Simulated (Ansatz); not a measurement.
Base system: MoTe2 (space group P6_3/mmc, No. 194; layered, stacked along the Cartesian z axis).

```xyz
6
Lattice="3.4340 0.0000 0.0000 -1.7170 2.9739 0.0000 0.0000 0.0000 13.3294" Properties=species:S:1:pos:R:3 pbc="T T T"
Te     1.7170     0.9913     5.1479
Te     0.0000     1.9826    11.8126
Te     0.0000     1.9826     8.1815
Te     1.7170     0.9913     1.5168
Mo     1.7170     0.9913     9.9971
Mo     0.0000     1.9826     3.3324
```

Cartesian axes are those of the cell as printed.

All numbers come from DFT with PBEsol-D3(BJ), PAW potentials and a 420 eV plane-wave cutoff in Ansatz (an electronic-structure program), no spin-orbit coupling.

Now apply this change: the cell is scaled by 0.9940 in all directions; the atoms relax in the strained cell.

Predict the stress tensor and what it implies for the stiffness.

Stress of the strained cell less that of the base (GPa, compression positive):
```
   1.35    0.00    0.00
   0.00    1.35    0.00
   0.00    0.00    1.01
```

Then B = −ΔP/(ΔV/V₀) with ΔV/V₀ = -0.0179 gives secant stiffness values (nonlinear terms included at this strain): B (at held cell shape, above the free-shape value) ≈ 69 GPa.

Stability against distortions was not tested.
